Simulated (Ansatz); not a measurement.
Computed paths: interstitial Al in silicon, charge state +1

System: interstitial Al in silicon (charge state +1). Method: PBE, PAW (plane waves to 420 eV; Ansatz, an electronic-structure program).

216-site cell at the relaxed PBE lattice, one k-point at (0.250, 0.250, 0.250), smearing 0.01 eV, spin-restricted, no finite-size correction. No zero-point or tunnelling terms. The charge state is imposed; whether it is stable for some Fermi level was not computed. Sites that were not tried may lie lower.

Barriers: single points on a 2×2×2 k-point mesh shifted by half a step at the bands' geometries (they differ from the bands' own by up to 0.12 eV, and are uncertain by about as much).

```tsv
Route	Start site over the lowest site run (eV)	Hop (Å)	Forward barrier (eV)	Backward barrier (eV)	Neighbours at the start	Neighbours at the saddle	Saddle order	Forward, on the band's own sampling (eV)
a direct jump of one Al atom	0.00	2.35	1.27	1.27	4 Si at 2.50, 3 Si at 2.76, 3 Si at 2.78 Å	4 Si at 2.45, 2 Si at 2.46 Å	first order	1.14
```

Paths come from nudged elastic bands with a climbing image.  

The whole set of runs took around 7 core-hours (rough).
